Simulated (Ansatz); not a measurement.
Pt (Fm-3m), PBE, DFPT electron-phonon coupling, linearised Boltzmann equation in Ansatz (a first-principles code). Condition of this run: functional PBE. Phonon-limited resistivity 8.95 μΩ·cm at 300 K, 11.8 μΩ·cm at 400 K, current-weighted mean free path 5.5 nm, Drude plasma energy 8.62 eV.

Question: Estimate the resistivity of a 40 nm square wire with diffuse walls from ρ ≈ ρ₀(1 + 3ℓ/4d).

Answer: 1 + 0.75 × 5.5/40 = 1.10, so ρ ≈ 9.87 μΩ·cm and a line 1 μm long has 61.7 Ω. The formula is the free-electron limit for d well above ℓ; grain boundaries add to it.

Question: What is the classical skin depth at 10 GHz (nonmagnetic, μ₀ = 1.257×10⁻⁶ H/m)?

Answer: δ = √(ρ/(π f μ₀)) = 1510 nm.

Question: Estimate the electronic thermal conductivity at 300 K by the Wiedemann-Franz law (L₀ = 2.44×10⁻⁸ W·Ω/K²).

Answer: L₀T/ρ = 2.44×10⁻⁸ × 300/(8.95×10⁻⁸) = 81.8 W/(m·K). Inelastic scattering puts the true Lorenz number somewhat under L₀ near and below the Debye temperature.

A metal at this level (no band gap). Only scattering by harmonic phonons is included (no impurities, grain boundaries, electron-electron scattering or thermal expansion). Spin-orbit coupling is left out, which matters with elements this heavy. Halving the electron mesh (36x36x36) moves the resistivity by up to 2 % at 300 K, the mean free path by up to 7 %. Smearing 0.20 eV; phonons on a 6x6x6 q mesh, which this run doesn't test.
